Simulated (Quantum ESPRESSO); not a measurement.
A self-consistent single point of YB2 (P6/mmm, 3 atoms in the cell) with Quantum ESPRESSO.

Method of the run: LDA (PZ), PSlibrary ultrasoft (LDA) pseudopotentials (plane waves; Quantum ESPRESSO 7.5).

```yaml
crystal:
  lattice:
    - [3.30084, 0.00000, 0.00000]
    - [-1.65042, 2.85861, 0.00000]
    - [0.00000, 0.00000, 3.86250]
  atoms:
    - { symbol: Y, position: [0.00000, 0.00000, 0.00000] }
    - { symbol: B, position: [0.33333, 0.66667, 0.50000] }
    - { symbol: B, position: [0.66667, 0.33333, 0.50000] }
```

Reference input (self-consistent single point, DFT, PBEsol, plane waves, PSlibrary ultrasoft (PBE) pseudopotentials): ecutwfc = 50 Ry; ecutrho = 350 Ry; occupations = smearing; smearing = fermi-dirac; degauss = 0.0073499 Ry; input_dft = pbesol; potentials = {Y: Y.pbe-spn-rrkjus_psl.1.0.0.UPF, B: B.pbe-n-rrkjus_psl.1.0.0.UPF}; K_POINTS = automatic 8 8 6 0 0 0; conv_thr = 1e-09 Ry. This run's input differs from it in these lines:

```diff
@@ -19,3 +19,2 @@
    degauss = 0.0073499
-   input_dft = 'pbesol'
 /
@@ -25,4 +24,4 @@
 ATOMIC_SPECIES
-Y     88.9058  Y.pbe-spn-rrkjus_psl.1.0.0.UPF
-B     10.8100  B.pbe-n-rrkjus_psl.1.0.0.UPF
+Y     88.9058  Y.pz-spn-rrkjus_psl.1.0.0.UPF
+B     10.8100  B.pz-n-rrkjus_psl.1.0.0.UPF
 ATOMIC_POSITIONS {crystal}
```

Log, with long lists cut:

```
     Self-consistent Calculation

     iteration #  1     ecut=    50.00 Ry     beta= 0.70

     total energy              =     -96.26545118 Ry
     estimated scf accuracy    <       0.23817395 Ry

     iteration #  2     ecut=    50.00 Ry     beta= 0.70

     total energy              =     -96.30526381 Ry
     estimated scf accuracy    <       0.25540775 Ry

     iteration #  3     ecut=    50.00 Ry     beta= 0.70

     total energy              =     -96.36542572 Ry
     estimated scf accuracy    <       0.00282129 Ry

   [... 4 blocks of this kind left out ...]

     iteration #  8     ecut=    50.00 Ry     beta= 0.70

     total energy              =     -96.36617699 Ry
     estimated scf accuracy    <          4.5E-09 Ry

     iteration #  9     ecut=    50.00 Ry     beta= 0.70
     End of self-consistent calculation

     the Fermi energy is    11.8138 ev

!    total energy              =     -96.36617699 Ry
     estimated scf accuracy    <          1.9E-10 Ry
     smearing contrib. (-TS)   =      -0.00220802 Ry
     internal energy E=F+TS    =     -96.36396898 Ry

     convergence has been achieved in   9 iterations

     Forces acting on atoms (cartesian axes, Ry/au):

     atom    1 type  1   force =     0.00000000    0.00000000   -0.00000000
   [... zero for the other atoms too ...]

     Total force =     0.000000     Total SCF correction =     0.000000

          total   stress  (Ry/bohr**3)                   (kbar)     P=      -70.37
  -0.00048093  -0.00000000   0.00000000          -70.75       -0.00        0.00
  -0.00000000  -0.00048093   0.00000000           -0.00      -70.75        0.00
   0.00000000   0.00000000  -0.00047333            0.00        0.00      -69.63

   JOB DONE.
```

The run converged in 9 iterations. Against the reference run the pressure goes from -3.78 to -7.04 GPa.

The starting cell comes from a database of computed structures (which also holds hypothetical and non-ambient phases and stackings), without a prior relaxation at this level. With a pressure of about -7 GPa the cell is away from its equilibrium volume at this level.
